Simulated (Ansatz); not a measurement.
Output of an Ansatz run (abridged):

```
WARN basis.ecutwfc = 420 eV, the default
WARN ansatz: RAYON_NUM_THREADS=1 ignored (pool sized by the plan → 1); use --threads N
Pseudopotentials: kind: paw
Pseudopotential: La, paw, valence charge 11
Pseudopotential: Sb, paw, valence charge 15
Pseudopotential: O, paw, valence charge 6
Crystal: 24 atoms, lattice volume = 353.904 Å³
Basis set: ecut = 420 eV, 6921 PW (Γ), exchange–correlation on 80×72×192 points (8 copies of the dense FFT grid, shifted against one another)
Bands: 124, of which v1, the nominal top of the filled ones, is band 100 counted from 1 (99 counted from 0)
Symmetry: 4 space group operations
Space group: P21/c (ITA 14), of the structure as read, at distance tolerance 7.1e-5 Å
k-points: 18 of 32
PAW frozen core: La, regenerated for the run's functional, and the local potential with it
PAW frozen core: Sb, regenerated for the run's functional, and the local potential with it
PAW frozen core: O, regenerated for the run's functional, and the local potential with it
Initial density: superposition of atomic densities (neutral atoms: chi_scale 0, normalization atom), corrected by the library's trained network
Initial wavefunctions: pseudopotential atomic-orbital guess
Eigensolver: davidson
Functional: x = pbesol(κ = 0.804, μ = 0.12345679012345678), c = pbesol(β = 0.046)
SCF iter   1: F=—  HF=-59267.815853 eV  |F-HF|=—  |Δ(HF+E_count)|=         —  Δρ=1.28e-2  dr2=4.68e-1  ethr=1.77e-3  ⟨swp⟩=5.0  Hψ=8913  notcnv=0  defer=7
all-band conjugate gradients solve this SCF's bands
preconditioner: auto → Resta (q_TF=auto, 2.481 Å⁻¹)
SCF iter   2: F=—  HF=-59267.694258 eV  |F-HF|=—  |Δ(HF+E_count)|=   1.22e-1  Δρ=2.54e-3  dr2=2.00e-2  ethr=2.34e-4  ⟨swp⟩=3.0  Hψ=4365  notcnv=0  defer=360
SCF iter   3: F=—  HF=-59267.691436 eV  |F-HF|=—  |Δ(HF+E_count)|=   2.82e-3  Δρ=1.17e-3  dr2=5.53e-3  ethr=1.00e-5  ⟨swp⟩=2.2  Hψ=3742  notcnv=0  defer=360
SCF iter   4: F=—  HF=-59267.691457 eV  |F-HF|=—  |Δ(HF+E_count)|=   2.07e-5  Δρ=8.80e-4  dr2=2.20e-3  ethr=2.77e-6  ⟨swp⟩=2.0  Hψ=2894  notcnv=0  defer=360
SCF iter   5: F=—  HF=-59267.691135 eV  |F-HF|=—  |Δ(HF+E_count)|=   3.22e-4  Δρ=1.85e-4  dr2=1.04e-4  ethr=1.10e-6  ⟨swp⟩=2.0  Hψ=2807  notcnv=0  defer=360
SCF iter   6: F=—  HF=-59267.691175 eV  |F-HF|=—  |Δ(HF+E_count)|=   3.96e-5  Δρ=6.71e-5  dr2=1.66e-5  ethr=5.22e-8  ⟨swp⟩=2.0  Hψ=3409  notcnv=0  defer=360
SCF iter   7: F=—  HF=-59267.691431 eV  |F-HF|=—  |Δ(HF+E_count)|=   2.56e-4  Δρ=3.56e-5  dr2=4.45e-6  ethr=8.31e-9  ⟨swp⟩=2.0  Hψ=3857  notcnv=0  defer=360
SCF iter   8: F=—  HF=-59267.691431 eV  |F-HF|=—  |Δ(HF+E_count)|=   5.15e-7  Δρ=6.90e-6  dr2=2.49e-7  ethr=2.23e-9  ⟨swp⟩=2.0  Hψ=3323  notcnv=0  defer=360
SCF iter   9: F=-59267.691432 eV  HF=-59267.691432 eV  |F-HF|=2.32e-8  |Δ(HF+E_count)|=   2.42e-7  Δρ=2.54e-6  dr2=2.76e-8  ethr=5.00e-11  ⟨swp⟩=13.6  Hψ=11875  notcnv=0
SCF 1 converged in 9 iterations: F = -59267.691432 eV  dr2 = 2.76e-8
SCF converged after 9 iterations
Free energy (F): -59267.691432 eV
Harris-Foulkes:  -59267.691432 eV  (|F-HF|=2.32e-8)
Internal energy: -59267.691432 eV  (E = F + TS)
E sigma→0 (E₀):  -59267.691432 eV
Fermi energy:    9.524845 eV
--- Per-component energies (eV) ---
  E_band       = -858.853295
  E_kinetic    = 4410.088225
  E_local      = -15343.061168  (includes V_loc(G=0)·N_el)
  E_nonlocal   = 2659.098731
  E_hartree    = 6382.965514
  E_xc         = -2270.760321
  E_vxc        = -2474.751358  (∫ρ·V_xc dr)
  E_paw        = -41792.337582  (= ΣΔE_a)
  E_vpaw       = -2876.201488  (= ΣTr[D̂ρ^β])
  E_aug_tail   = 0.038837  (compensation charges beyond the density's cutoff)
  E_ewald      = -13316.293739
  E_core_change = 2.570072  (= ΣΔE_core)
  E_smearing   = -0.000000  (= −TS)
  E_closure    = -0.000000  (closes the sum)
  Σ components = -59267.691432   (vs F -59267.691432, Δ=0.00e0)
--- Forces (eV/Å), atoms counted from 1 ---
  atom   1  La    -0.03876996    -0.04129892    -0.08583850
  atom   2  La     0.03876996     0.04129892     0.08583850
  atom   3  La     0.03876996    -0.04129892     0.08583850
  atom   4  La    -0.03876996     0.04129892    -0.08583850
  atom   5  Sb     0.01825047     0.00759667     0.06265390
  atom   6  Sb    -0.01825047    -0.00759667    -0.06265390
  atom   7  Sb    -0.01825047     0.00759667    -0.06265390
  atom   8  Sb     0.01825047    -0.00759667     0.06265390
  atom   9  O      0.33625750    -0.06910561     0.12120143
  atom  10  O     -0.33625750     0.06910561    -0.12120143
  atom  11  O     -0.33625750    -0.06910561    -0.12120143
  atom  12  O      0.33625750     0.06910561     0.12120143
  atom  13  O     -0.13756331    -0.08046890     0.21138634
  atom  14  O      0.13756331     0.08046890    -0.21138634
  atom  15  O      0.13756331    -0.08046890    -0.21138634
  atom  16  O     -0.13756331     0.08046890     0.21138634
  atom  17  O     -0.29198469     0.12593508     0.20221890
  atom  18  O      0.29198469    -0.12593508    -0.20221890
  atom  19  O      0.29198469     0.12593508    -0.20221890
  atom  20  O     -0.29198469    -0.12593508     0.20221890
  atom  21  O      0.12636277     0.09132041     0.23388338
  atom  22  O     -0.12636277    -0.09132041    -0.23388338
  atom  23  O     -0.12636277     0.09132041    -0.23388338
  atom  24  O      0.12636277    -0.09132041     0.23388338
  max |Σ_I F_I| component: 5.55e-17 eV/Å
--- Stress (GPa, compression-positive) ---
        0.100381       0.000000      -0.091815
        0.000000       0.201295       0.000000
       -0.091815       0.000000      -0.116234
  P = ⅓ Tr σ = 0.0618 GPa (0.618 kbar)
  The stress holds the Pulay correction. Without it, at fixed plane waves, as pw.x and ABINIT print it: P = -0.5346 GPa
--- Band table (eV; the first three rows and the last of 18) ---
  k-point 0: bands = ["-21.8006", "-21.7947", "-21.7505", "-21.7462", "-20.2562", "-20.2545", "-20.2047", "-20.2046", "-20.1513", "-20.1512", "-20.1262", "-20.1259", "-20.0136", "-20.0134", "-19.9909", "-19.9908", "-19.9717", "-19.9713", "-19.9393", [...]
  k-point 1: bands = ["-21.7978", "-21.7978", "-21.7482", "-21.7482", "-20.2554", "-20.2554", "-20.2046", "-20.2046", "-20.1512", "-20.1512", "-20.1260", "-20.1260", "-20.0135", "-20.0135", "-19.9908", "-19.9908", "-19.9715", "-19.9715", "-19.9392", [...]
  k-point 2: bands = ["-21.7918", "-21.7866", "-21.7563", "-21.7524", "-20.2644", "-20.2628", "-20.1963", "-20.1959", "-20.1650", "-20.1649", "-20.1013", "-20.1007", "-20.0196", "-20.0195", "-20.0048", "-20.0047", "-19.9594", "-19.9591", "-19.9373", [...]
  k-point 17: bands = ["-21.7722", "-21.7722", "-21.7690", "-21.7690", "-20.2490", "-20.2490", "-20.2375", "-20.2375", "-20.1168", "-20.1168", "-20.1055", "-20.1055", "-20.0236", "-20.0236", "-20.0210", "-20.0210", "-19.9403", "-19.9403", [...]
```

The structure:

```xyz
24
Lattice="5.4106 0.0000 0.0000 0.0000 5.0861 0.0000 -4.4946 0.0000 12.8605" Properties=species:S:1:pos:R:3 pbc="T T T"
La     0.3560     4.0858     4.3256
La     0.5600     1.0003     8.5348
La     2.8073     1.5427     2.1046
La    -1.8913     3.5434    10.7558
Sb     0.1303     3.8222     0.8925
Sb     0.7857     1.2639    11.9679
Sb     3.0329     1.2792     5.5377
Sb    -2.1169     3.8070     7.3227
O      1.1994     2.2178     0.3427
O     -0.2834     2.8683    12.5177
O      1.9639     4.7609     6.0875
O     -1.0479     0.3253     6.7730
O     -0.7972     3.0642     2.4097
O      1.7132     2.0219    10.4508
O      3.9605     0.5212     4.0206
O     -3.0445     4.5649     8.8399
O      4.4243     0.3661     0.7190
O     -3.5083     4.7200    12.1414
O     -1.2610     2.9092     5.7112
O      2.1770     2.1770     7.1493
O      1.4903     4.4563     2.1415
O     -0.5744     0.6298    10.7189
O      1.6729     1.9133     4.2887
O     -0.7569     3.1728     8.5717
```

Q: Write an input that gives this output.

A: Other spellings and defaults could give the same log, and not every line can be read from it. The input that was run (DFT, PBEsol, plane waves, default PAW files made with PBE):

Ansatz 0.2 input:
```yaml
crystal:
  lattice:
    - [5.410570, 0.000000, 0.000000]
    - [0.000000, 5.086110, 0.000000]
    - [-4.494572, 0.000000, 12.860452]
  atoms:
    - { symbol: La, position: [0.345200, 0.803320, 0.336350] }
    - { symbol: La, position: [0.654800, 0.196680, 0.663650] }
    - { symbol: La, position: [0.654800, 0.303320, 0.163650] }
    - { symbol: La, position: [0.345200, 0.696680, 0.836350] }
    - { symbol: Sb, position: [0.081740, 0.751500, 0.069400] }
    - { symbol: Sb, position: [0.918260, 0.248500, 0.930600] }
    - { symbol: Sb, position: [0.918260, 0.251500, 0.430600] }
    - { symbol: Sb, position: [0.081740, 0.748500, 0.569400] }
    - { symbol: O, position: [0.243820, 0.436050, 0.026650] }
    - { symbol: O, position: [0.756180, 0.563950, 0.973350] }
    - { symbol: O, position: [0.756180, 0.936050, 0.473350] }
    - { symbol: O, position: [0.243820, 0.063950, 0.526650] }
    - { symbol: O, position: [0.008310, 0.602470, 0.187370] }
    - { symbol: O, position: [0.991690, 0.397530, 0.812630] }
    - { symbol: O, position: [0.991690, 0.102470, 0.312630] }
    - { symbol: O, position: [0.008310, 0.897530, 0.687370] }
    - { symbol: O, position: [0.864150, 0.071980, 0.055910] }
    - { symbol: O, position: [0.135850, 0.928020, 0.944090] }
    - { symbol: O, position: [0.135850, 0.571980, 0.444090] }
    - { symbol: O, position: [0.864150, 0.428020, 0.555910] }
    - { symbol: O, position: [0.413780, 0.876180, 0.166520] }
    - { symbol: O, position: [0.586220, 0.123820, 0.833480] }
    - { symbol: O, position: [0.586220, 0.376180, 0.333480] }
    - { symbol: O, position: [0.413780, 0.623820, 0.666520] }
kpoints:
  mp_grid: { grid: [4, 4, 2] }
hamiltonian:
  xc: pbesol
  pseudopotentials: { kind: paw }
scf:
  occupations: { method: fermi_dirac, width: 0.0015 Ry }
output:
  forces: true
  eigenvalues: true
  stress: true
```

The starting cell comes from a database of computed structures (which also holds hypothetical and non-ambient phases and stackings), without a prior relaxation at this level. Spin-orbit coupling is off. Ansatz's pressure includes its estimate of the finite-basis (Pulay) stress. Without the estimate this run gives -0.53 GPa.

Ansatz is a program for electronic structure.
